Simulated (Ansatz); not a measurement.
# What isotropic strain −2.50 % does to CdS

The parent structure is CdS in the zinc blende structure (space group F-43m, No. 216; a = 5.824 Å).

Modification: the cell is scaled by 0.9750 in all directions; the atoms relax in the strained cell.

The values are results of PBEsol (Ansatz, a program for electronic structure; PAW; 420 eV plane waves; no spin-orbit coupling), not measurements. k-mesh 10×10×10 (Γ-centred); smearing 0.05 eV (Fermi–Dirac).

```json
[
 {"quantity": "volume per atom", "base": "24.70 Å³", "changed": "22.89 Å³", "shift": "-1.81 Å³"},
 {"quantity": "space group", "base": "F-43m (No. 216)", "changed": "F-43m (No. 216)", "shift": "–"},
 {"quantity": "shortest interatomic distance", "base": "2.522 Å", "changed": "2.459 Å", "shift": "-0.063 Å"},
 {"quantity": "energy relative to the base (free energy F)", "base": "0 meV/atom", "changed": "+29 meV/atom", "shift": "+29 meV/atom"},
 {"quantity": "pressure", "base": "0.00 GPa", "changed": "5.56 GPa", "shift": "+5.56 GPa"},
 {"quantity": "band gap", "base": "1.01 eV", "changed": "1.16 eV", "shift": "+0.15 eV"},
 {"quantity": "gap character", "base": "direct at Γ", "changed": "direct at Γ", "shift": "–"},
 {"quantity": "mean gap deformation potential ΔEg/Δln V", "base": "–", "changed": "-1.9 eV", "shift": "–"},
 {"quantity": "width of the top valence band", "base": "2.24 eV", "changed": "2.53 eV", "shift": "+0.284 eV"},
 {"quantity": "electron mass", "base": "0.11 mₑ (at Γ)", "changed": "0.12 mₑ (at Γ)", "shift": "–"},
 {"quantity": "hole mass (degenerate bands, along [100])", "base": "0.12, 0.75, 0.75 mₑ (at Γ)", "changed": "0.13, 0.67, 0.67 mₑ (at Γ)", "shift": "–"}
]
```

Final structure:

```
CELL_PARAMETERS angstrom
      0.00000     2.83932     2.83932
      2.83932     0.00000     2.83932
      2.83932     2.83932     0.00000
ATOMIC_POSITIONS crystal
  Cd 0.00000 0.00000 0.00000
  S  0.25000 0.25000 0.25000
```

Masses are band curvatures over ±0.01 Å⁻¹ around the edge. Whether these cells are dynamically stable was not tested.
